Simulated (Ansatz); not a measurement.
The reference is InP in the zinc blende structure (space group F-43m, No. 216).

```yaml
crystal:
  lattice:
    - [0.00000, 2.95348, 2.95348]
    - [2.95348, 0.00000, 2.95348]
    - [2.95348, 2.95348, 0.00000]
  atoms:
    - { symbol: In, position: [0.00000, 0.00000, 0.00000] }
    - { symbol: P, position: [0.25000, 0.25000, 0.25000] }
```

Cartesian axes are those of the cell as printed.

Level of theory: r2SCAN (Ansatz, a program for electronic structure), no spin-orbit coupling.

One thing is altered: uniaxial strain ε_zz = +2.00 %, all other strain components held at zero, atoms relaxed at fixed cell.

Task: Predict the stress tensor and what it implies for the stiffness.

Result: Stress of the strained cell less that of the base (GPa, compression positive):
```
  -0.99    0.00    0.00
   0.00   -0.99    0.00
   0.00    0.00   -1.92
```

Then −Δσ_ii/ε with ε = 0.0200 gives secant stiffness values (nonlinear terms included at this strain): C33 ≈ 96 GPa, C13 ≈ 50 GPa and C23 ≈ 50 GPa.

Whether these cells are dynamically stable was not tested.
